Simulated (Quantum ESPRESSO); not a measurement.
A self-consistent single point of Ba₂Hg (I4/mmm, 3 atoms in the cell) with Quantum ESPRESSO.

Level of theory: LDA (PZ), GBRV 1.5 ultrasoft (LDA) pseudopotentials (plane waves; Quantum ESPRESSO).

```yaml
crystal:
  lattice:
    - [-2.10000, 2.10000, 7.59500]
    - [2.10000, -2.10000, 7.59500]
    - [2.10000, 2.10000, -7.59500]
  atoms:
    - { symbol: Ba, position: [0.37000, 0.37000, 0.00000] }
    - { symbol: Ba, position: [0.63000, 0.63000, 0.00000] }
    - { symbol: Hg, position: [0.00000, 0.00000, 0.00000] }
```

Reference input (self-consistent single point, DFT, LDA (PZ), plane waves, GBRV 1.5 ultrasoft (LDA) pseudopotentials): ecutwfc = 40 Ry; ecutrho = 200 Ry; occupations = smearing; smearing = gaussian; degauss = 0.0147 Ry; potentials = {Ba: ba_lda_v1.uspp.F.UPF, Hg: hg_lda_v1.uspp.F.UPF}; K_POINTS = automatic 9 9 9 0 0 0; conv_thr = 1e-11 Ry. This run's input differs from it in these lines:

```diff
@@ -13,5 +13,3 @@
    ecutrho = 200,
-   occupations = 'smearing',
-   smearing = 'gaussian',
-   degauss = 0.0147,
+   occupations = 'tetrahedra_opt',
 /
```

The program printed (abridged):

```
     Self-consistent Calculation

     iteration #  1     ecut=    40.00 Ry     beta= 0.70

     Threshold (ethr) on eigenvalues was too large:
     Diagonalizing with lowered threshold

     negative rho (up, down):  1.859E-01 0.000E+00

     total energy              =    -248.26154654 Ry
     estimated scf accuracy    <       0.08435097 Ry

     iteration #  2     ecut=    40.00 Ry     beta= 0.70

     negative rho (up, down):  1.845E-01 0.000E+00

     total energy              =    -248.27549684 Ry
     estimated scf accuracy    <       0.11586766 Ry

     iteration #  3     ecut=    40.00 Ry     beta= 0.70

     negative rho (up, down):  1.838E-01 0.000E+00

     total energy              =    -248.29607170 Ry
     estimated scf accuracy    <       0.01689807 Ry

   [... 6 blocks of this kind left out ...]

     iteration # 10     ecut=    40.00 Ry     beta= 0.70

     negative rho (up, down):  1.820E-01 0.000E+00

     total energy              =    -248.29968118 Ry
     estimated scf accuracy    <          2.4E-10 Ry

     iteration # 11     ecut=    40.00 Ry     beta= 0.70

     negative rho (up, down):  1.820E-01 0.000E+00
     End of self-consistent calculation

     the Fermi energy is     7.4483 ev

!    total energy              =    -248.29968117 Ry
     estimated scf accuracy    <          2.3E-12 Ry

     convergence has been achieved in  11 iterations

     negative rho (up, down):  1.820E-01 0.000E+00

     Forces acting on atoms (cartesian axes, Ry/au):

     atom    1 type  1   force =    -0.00000000    0.00000000    0.00853181
     atom    2 type  1   force =     0.00000000    0.00000000   -0.00853181
     atom    3 type  2   force =     0.00000000    0.00000000    0.00000000

     Total force =     0.012066     Total SCF correction =     0.000004

     negative rho (up, down):  1.820E-01 0.000E+00
          total   stress  (Ry/bohr**3)                   (kbar)     P=      -19.58
  -0.00013051   0.00000000  -0.00000000          -19.20        0.00       -0.00
  -0.00000000  -0.00013051  -0.00000000           -0.00      -19.20       -0.00
   0.00000000   0.00000000  -0.00013828            0.00        0.00      -20.34

   JOB DONE.
```

The run converged in 11 iterations. Against the reference run the free energy rises by 15.3 meV/atom, the pressure moves little (-1.94 to -1.96 GPa) and the largest force goes from 0.212 to 0.219 eV/Å.

The starting cell comes from a database of published, mostly measured structures (it also holds non-ambient and calculated ones), without a prior relaxation at this level.

Cost on one core of a shared machine: roughly 5 min.
